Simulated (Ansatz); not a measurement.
Take WSe2 (space group P6_3/mmc, No. 194; a = 3.279 Å, c = 12.786 Å; layered, stacked along the Cartesian z axis) as the base. Axes: x lies along a and z along c of the hexagonal cell.

Computed with PBE-D3(BJ) (Ansatz, a first-principles code, PAW, scalar-relativistic without spin-orbit coupling).

Base values:

| Property | Value |
|---|---|
| Valence-band top at Γ | 0.00, -0.96, -1.20 eV |
| Hole mass | 1.3 mₑ along c, 0.70 mₑ across (at Γ) |
| Smallest direct gap | 1.57 eV |

It is then changed as follows: tensile biaxial strain of 0.60 % in the plane normal to [001], as in epitaxy on a mismatched substrate; the out-of-plane cell vector and the atoms relax.

Problem. What does the calculation give for the in-plane stress, valence-band top at Γ, hole mass and smallest direct gap after the change?

Solution. The mean in-plane stress (compression positive) is -1.4 GPa; the valence-band top at Γ (three highest levels, from the VBM) changes from 0.00, -0.96, -1.20 eV to 0.00, -0.93, -1.15 eV; the hole mass becomes 1.4 mₑ out of plane, 0.66 mₑ in plane (at Γ) (base: 1.3 mₑ along c, 0.70 mₑ across (at Γ)); the smallest direct gap falls by 0.08 eV (1.57 eV → 1.49 eV).

Spin-orbit coupling, missing from the scalar runs, can matter with W. Effective masses come from finite differences of ±0.01 Å⁻¹. Whether these cells are dynamically stable was not tested.
